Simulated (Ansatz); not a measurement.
Results of LDA (PAW; Ansatz, a first-principles code) for NbAl₃ (model structure, started from the A15 type, Pm-3n, No. 223, 8 atoms in the cell).

Run with plane-wave cutoff 520 eV, 12×12×12 k mesh, Fermi–Dirac smearing 0.05 eV, no spin polarisation, scalar-relativistic PAW data made under PBE.

Cell (relaxed at this level):

Space group Pm-3n (No. 223); a = 5.058 Å, b = 5.058 Å, c = 5.058 Å, α = 90.00°, β = 90.00°, γ = 90.00°

| atom | site | symmetry | x | y | z |
|---|---|---|---|---|---|
| Al | 6c | -4m.2 | 0.0000 | 0.5000 | 0.2500 |
| Nb | 2a | m-3. | 0.0000 | 0.0000 | 0.0000 |

Q: Predict the bulk modulus.

A: 
- bulk modulus: 123 GPa

Note: the run has no spin polarisation, so it can have missed a magnetic state; the bulk modulus is −V dP/dV from two relaxed cells at ±2 % in volume; the relaxation could raise the start's symmetry but not lower it, so the cell can be a saddle point.

The computed numbers hold no vibrational or temperature effects.

A model structure was made by putting elements into a prototype or built by hand; it is no filed structure, need not be a known phase, and can be a saddle point held by its symmetry.
